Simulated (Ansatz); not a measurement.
CsNbN$_{2}$ (Fd-3m), PBEsol, rigid bands (Ansatz, an electronic-structure program). Band gap 1.69 eV, N_c = 1.40e19 cm⁻³ and N_v = 2.12e20 cm⁻³ at 300 K, conductivity masses of 0.413 mₑ (electrons) and 0.534 mₑ (holes). Take k_BT = 0.02585 eV.

**Question.** What built-in voltage has an abrupt junction with N_A = 1e17 and N_D = 1e18 cm⁻³, all dopants ionised?

**Answer.** V_bi = E_g/e − (k_BT/e) ln(N_c N_v/(N_A N_D)) = 1.69 − 0.02585 × 10.30 = 1.42 V, for the computed gap.

**Question.** A film of it is 3 nm thick. Estimate the confinement energies in an infinite well.

**Answer.** ħ²π²/(2m t²) = 0.376 eV·nm²/(m/mₑ × t²) gives 101 meV for electrons and 78.2 meV for holes, so the gap would widen to about 1.87 eV. Finite barriers and nonparabolic bands lower this, and with several valleys or bands the heaviest mass along the normal sets the lowest level, not this average.

**Question.** Find the intrinsic carrier density and the intrinsic Fermi level.

**Answer.** n_i = √(N_c N_v) exp(−E_g/2k_BT) = 5.45e19 × exp(−32.69) = 3.5e5 cm⁻³. The level lies (k_BT/2) ln(N_v/N_c) = 35 meV from mid-gap (positive towards the conduction band). Each 0.1 eV added to the gap lowers n_i by a factor of 6.9.

Rigid bands with the computed gap; masses take one relaxation time for all states. Spin-orbit coupling is left out; where it splits the top of the valence band, N_v and the p-type Seebeck coefficient come out somewhat high without it.

Computed structure with no diffraction record at hand here (it may be known, metastable or hypothetical): CsNbN2 (Fd-3m).
